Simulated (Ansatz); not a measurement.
Ansatz (a quantum-chemistry and plane-wave program) run on Bi2PdPt (P-3m1, 4 atoms in the cell): relaxation of cell and atoms.

Level of theory: LDA (PW92), default PAW files made with PBE (plane waves; Ansatz).

The change in words: atoms on their sites; basis.ecutwfc: 30.9 Ry → 46.3 Ry; relax: default → cell and atoms. Reference geometry:
```xyz
4
Lattice="4.3073 0.0000 0.0000 -2.1537 3.7303 0.0000 0.0000 0.0000 5.5978" Properties=species:S:1:pos:R:3 pbc="T T T"
Bi     0.0000     2.4868     1.4208
Bi     2.1537     1.2434     4.2270
Pd     0.0000     0.0000     2.7989
Pt     0.0000     0.0000     0.0000
```

Reference input (self-consistent single point, DFT, LDA (PW92), plane waves, default PAW files made with PBE): basis.ecutwfc = 30.9 Ry; kpoints.mp_grid.grid = 7 7 4; hamiltonian.xc = lda; hamiltonian.pseudopotentials = {kind: paw} (the program's default PAW files); scf.occupations.method = fermi_dirac; scf.occupations.width = 0.0073 Ry. This run's input differs from it in these lines:

Ansatz 0.2 input:
```diff
@@ -6,3 +6,3 @@
   atoms:
-    - { symbol: Bi, position: [0.333333, 0.666667, 0.253812] }
+    - { symbol: Bi, position: [0.333333, 0.666667, 0.244880] }
     - { symbol: Bi, position: [0.666667, 0.333333, 0.755120] }
@@ -11,3 +11,3 @@
 basis:
-  ecutwfc: 30.9 Ry
+  ecutwfc: 46.3 Ry
 kpoints:
@@ -23,2 +23,4 @@
     width: 0.0073 Ry
+relax:
+  cell: {}
 output:
```

The program printed (abridged):

```
   [... SCF lines of the steps left out ...]
relax step   1: F+E_penalty+E_count = -43262.54746410 eV  Δ(F+E_penalty+E_count) = +0.000e0 eV  max|allowed force component| = 8.243e-2 eV/Å  Δτ_max = 0.0000 Å  P = -3.443 GPa  Ω = 89.943 Å³  (6 SCF iters, dr2 threshold 1.00e-7 eV, accepted)
relax step   2: F+E_penalty+E_count = -43262.46098945 eV  Δ(F+E_penalty+E_count) = +8.647e-2 eV  max|allowed force component| = 1.369e-1 eV/Å  Δτ_max = 0.0391 Å  P = +8.158 GPa  Ω = 82.342 Å³  energy of the carried Pulay correction = +3.725e-4 eV  [...]
   [... lines left out ...]
relax step   5: F+E_penalty+E_count = -43262.58134282 eV  Δ(F+E_penalty+E_count) = -1.063e-5 eV  max|allowed force component| = 7.703e-5 eV/Å  Δτ_max = 0.0002 Å  P = +0.010 GPa  Ω = 87.229 Å³  energy of the carried Pulay correction = +1.268e-4 eV  [...]
relax step   6: F+E_penalty+E_count = -43262.58121803 eV  Δ(F+E_penalty+E_count) = +1.248e-4 eV  max|allowed force component| = 6.549e-5 eV/Å  Δτ_max = 0.0000 Å  P = +0.009 GPa  Ω = 87.229 Å³  stress off target by 1.50e-2 GPa  SCF on the basis [...]
basis re-selected at this cell: Δ(F+E_penalty+E_count) = +1.248e-4 eV, ΔP = -0.001 GPa vs the last step
the relaxation is at rest under the 12 symmetry operations that the run kept from its start: a minimum is not shown …
Stability not checked: this state was not tested for a lower state beside it, because too few of the mixer's solves of this state at the end of the SCF gave a …
Free energy (F): -43262.581218 eV
Internal energy: -43262.535768 eV  (E = F + TS)
   [... lines left out ...]
Fermi energy:    15.632833 eV
  cell:  # Å, volume = 87.2291 Å³
   [... lines left out ...]
  atoms:
    - { symbol: Bi, position: [0.3333333333333332, 0.6666666666666666, 0.24777117687609435] }
    - { symbol: Bi, position: [0.6666666666666666, 0.33333333333333337, 0.7522288231239056] }
    - { symbol: Pd, position: [2.0265981726651448e-34, 5.297428364090213e-35, 0.5] }
    - { symbol: Pt, position: [2.223812488737376e-34, 9.70747140394116e-35, -7.747372511856518e-20] }
```

The run converged. 

Summary of the result:
Free energy E − TS (on the zero of these files): -43262.5812 eV
Fermi level (on the code's own zero): 15.63 eV
Pressure: 0.01 GPa
Final cell: a = b = 4.279 Å, c = 5.501 Å, α = β = 90.00°, γ = 120.00°
Final volume per atom: 21.81 Å³
Relaxation steps: 6

The starting cell comes from a database of computed structures (which also holds hypothetical and non-ambient phases and stackings), without a prior relaxation at this level. Its lattice was rescaled by up to half a per cent. Spin polarisation is off. The relaxation keeps the symmetry of its start, so its end need not be a minimum. Ansatz's pressure includes its estimate of the finite-basis (Pulay) stress.

Cost on one core of a shared machine: roughly 60 s.
